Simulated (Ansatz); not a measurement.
## Bi under a change: uniaxial strain ε_yy = −1.05 %

The reference is Bi in the A7 type structure (space group R-3m, No. 166; a = 4.5205 Å, c = 12.0283 Å (hexagonal axes); layered). Axes: x lies along a and z along c of the hexagonal cell.

Perturbation: the cell is compressed by 1.05 % along y with no lateral relaxation, atoms relaxed at fixed cell.

Calculations: r2SCAN+rVV10 (Ansatz, a quantum-chemistry and plane-wave program), no spin-orbit coupling. Settings: 13×13×13 k-points, 0.05 eV Fermi–Dirac smearing.

The volume per atom shrinks by 0.37 Å³ (35.48 Å³ → 35.11 Å³) and the space group changes from R-3m (No. 166) to C2/m (No. 12). The shortest interatomic distance falls by 0.9 pm, from 306.8 pm to 305.9 pm and the energy increases by 1.0 meV/atom. The pressure (mean of the normal stresses, compression positive) goes from zero to 0.5 GPa and the band gap is still zero. The stress (xx, yy, zz, yz, xz, xy; compression positive) amounts to (0.3, 0.8, 0.3, 0.1, 0.0, 0.0) GPa (rough).

Without a gap, meshes like the base's 13×13×13 leave anisotropic stresses uncertain by several tenths of a GPa, and small strain energies with them. Spin-orbit coupling, missing from the scalar runs, can matter with Bi. Whether these cells are dynamically stable was not tested.
